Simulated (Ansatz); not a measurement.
The starting structures come from a database of crystals and need not be the phases stable at ambient conditions.

Here is the system:

```yaml
crystal:
  lattice:
    - [6.96854, 0.00000, 0.00000]
    - [3.09573, 6.24316, 0.00000]
    - [1.93640, -3.12158, 3.67341]
  atoms:
    - { symbol: La, position: [0.25000, 0.25000, 0.50000] }
    - { symbol: La, position: [0.00000, 0.00000, 0.00000] }
    - { symbol: As, position: [0.75000, 0.75000, 0.50000] }
    - { symbol: As, position: [0.50000, 0.50000, 0.00000] }
    - { symbol: O, position: [0.69616, 0.95770, 0.87504] }
    - { symbol: O, position: [0.33266, 0.82120, 0.11350] }
    - { symbol: O, position: [0.95770, 0.69616, 0.12496] }
    - { symbol: O, position: [0.82120, 0.33266, 0.88650] }
    - { symbol: O, position: [0.55384, 0.29230, 0.62496] }
    - { symbol: O, position: [0.91734, 0.42880, 0.38650] }
    - { symbol: O, position: [0.29230, 0.55384, 0.37504] }
    - { symbol: O, position: [0.42880, 0.91734, 0.61350] }
```

Space group of this cell: I4_1/a. The cell is taken as given; by r2SCAN its mean pressure is -0.7 GPa.

Transport runs along the normal of the first two printed cell vectors, the (110) plane of the conventional cell.

No gap correction and no spin-orbit coupling; mid-gap values are interpolated between computed energies.

### Question
Predict the band gap and the smallest decay constant κ at mid-gap from r2SCAN (Ansatz, a program for electronic structure).

### Answer
Gap 4.87 eV on a 8×8×8 mesh; κ = 0.379 1/Å, at the zone centre.
